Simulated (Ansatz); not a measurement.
How far to go with the k-point mesh: As (R-3m, 2 atoms in the cell)

```xyz
2
Lattice="3.6988 -1.8894 0.0000 3.6988 1.8894 0.0000 2.7336 0.0000 3.1270" Properties=species:S:1:pos:R:3 pbc="T T T"
As     2.3476     0.0000     0.7246
As     7.8314     0.0000     2.4172
```

Computed with PBE (plane waves, PAW; Ansatz, a program for electronic structure).

Base settings: basis.ecutwfc = 420 eV; kpoints.mp_grid.grid = 11 11 11; hamiltonian.xc = pbe; hamiltonian.pseudopotentials = {kind: paw} (the program's default PAW files); scf.occupations.method = fermi_dirac; scf.occupations.width = 0.1 eV.

The second cell is the first with its lattice scaled by 0.98.

Only quantities that move along the ladder and can be compared are tabulated.

The count of work is k-points × plane waves × bands × iterations; it is no time. Core times come from one kind of shared machine, to one figure; runs under 30 s give none.

The starting cell has typed, rounded lattice constants, without a prior relaxation at this level. Its lattice was rescaled by up to half a per cent. One atom was moved a little off its site on purpose. Ansatz's pressure includes its estimate of the finite-basis (Pulay) stress.

```csv
kpoints.mp_grid.grid,free energy less the last step's (meV/atom),energy of the compressed cell less the first (meV/atom),pressure (GPa),largest difference of a force vector from the last step's (eV/Å),count of work / last,core time / last (rough)
2 2 2,983.52,115.52,11.90,2.390,0.0013,–
3 3 3,-54.58,34.07,1.56,0.289,0.0014,–
4 4 4,-29.89,26.47,0.86,0.316,0.0036,–
5 5 5,-22.87,24.74,0.65,0.156,0.0053,–
6 6 6,-16.75,25.28,0.78,0.107,0.0076,–
7 7 7,-10.78,25.91,0.80,0.042,0.011,–
8 8 8,-6.44,25.52,0.80,0.005,0.018,–
9 9 9,-4.34,26.12,0.86,0.010,0.024,–
10 10 10,-2.62,26.06,0.85,0.008,0.032,–
11 11 11,-1.74,26.00,0.86,0.009,0.041,–
12 12 12,-0.84,26.26,0.88,0.008,0.053,–
14 14 14,-0.15,26.29,0.89,0.008,0.080,–
15 15 15,0.08,26.37,0.90,0.007,0.096,–
17 17 17,0.19,26.39,0.90,0.003,0.14,0.2
20 20 20,0.12,26.40,0.90,0.001,0.22,0.2
23 23 23,0.02,26.38,0.90,0.001,0.32,0.2
25 25 25,-0.01,26.37,0.90,0.001,0.41,0.5
28 28 28,-0.02,26.36,0.90,0.000,0.57,0.5
31 31 31,-0.01,26.37,0.90,0.000,0.76,0.7
34 34 34,0.00,26.37,0.90,0.000,1.0,1
```

Coarsest kpoints.mp_grid.grid that holds the free energy within 1 meV/atom of the last step, with all finer ones: 12 12 12, at 0.053 of the last step's count of work; the step before is off by 1.7 meV/atom.

Coarsest kpoints.mp_grid.grid that holds the pressure within 1 GPa of the last step, with all finer ones: 3 3 3, at 0.0014 of the last step's count of work; the step before is off by 11 GPa.

Coarsest kpoints.mp_grid.grid that holds the forces within 0.02 eV/Å of the last step, with all finer ones: 8 8 8, at 0.018 of the last step's count of work; the step before is off by 0.042 eV/Å.

The energy difference between the two cells stays within 1 meV/atom of the last step's from 7 7 7 on, the total only from 12 12 12 on: much of the error is common to both cells and cancels.

Keys are those of Ansatz 0.2.
